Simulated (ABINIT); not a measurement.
A short convergence ladder for BaGaGeH (P3m1, 4 atoms in the cell)

```
BaGaGeH
1.0
    4.39993     0.00000     0.00000
   -2.19997     3.81045     0.00000
    0.00000     0.00000     5.29591
Ba Ga Ge H
1 1 1 1
Direct
  0.33333   0.66667   0.00946
  0.00000   0.00000   0.55053
  0.66667   0.33333   0.44636
  0.00000   0.00000   0.88298
```

Base method: PBEsol, norm-conserving pseudopotentials (PseudoDojo nc-sr-04 PBEsol standard) (plane waves; ABINIT).

Base settings: pseudos = [Ba.upf, Ga.upf, Ge.upf, H.upf]; ecut = 40 Ha; occopt = 7; tsmear = 0.00499791 Ha; ngkpt = 3 3 2; nshiftk = 1; shiftk = 0 0 0; potentials = PseudoDojo nc-sr-04 PBEsol standard; nband = 25; kptopt = 1.

The count of work is k-points × plane waves × bands × iterations; it is no time. 

**The k-point mesh**

The second cell is the first with its lattice scaled by 0.98.

Only quantities that move along the ladder and can be compared are tabulated.

```tsv
ngkpt	free energy less the last step's (meV/atom)	energy of the compressed cell less the first (meV/atom)	pressure (GPa)	largest difference of a force vector from the last step's (eV/Å)	count of work / last
2 2 1	429.99	-20.95	-3.52	1.309	0.11
2 2 2	296.13	-4.14	-1.04	0.486	0.24
3 3 2	56.77	-14.31	-2.69	0.074	0.59
4 4 3	0.00	-17.39	-3.34	0.000	1.0
```

Coarsest ngkpt that holds the forces within 0.02 eV/Å: not settled: the last two steps still differ by 0.074 eV/Å, over half the tolerance, so the ladder does not show it.

Coarsest ngkpt that holds the free energy within 5 meV/atom: not settled: the last two steps still differ by 57 meV/atom, over half the tolerance, so the ladder does not show it.

Coarsest ngkpt that holds the energy of the compressed cell less the first within 2 meV/atom: not settled: the last two steps still differ by 3.1 meV/atom, over half the tolerance, so the ladder does not show it.

On the base run: the starting cell comes from a database of computed structures (which also holds hypothetical and non-ambient phases and stackings), without a prior relaxation at this level. Its lattice was rescaled by up to half a per cent. One atom was moved a little off its site on purpose. Without a gap this mesh is coarse (it stands for a supercell whose shortest vector is 11 Å).
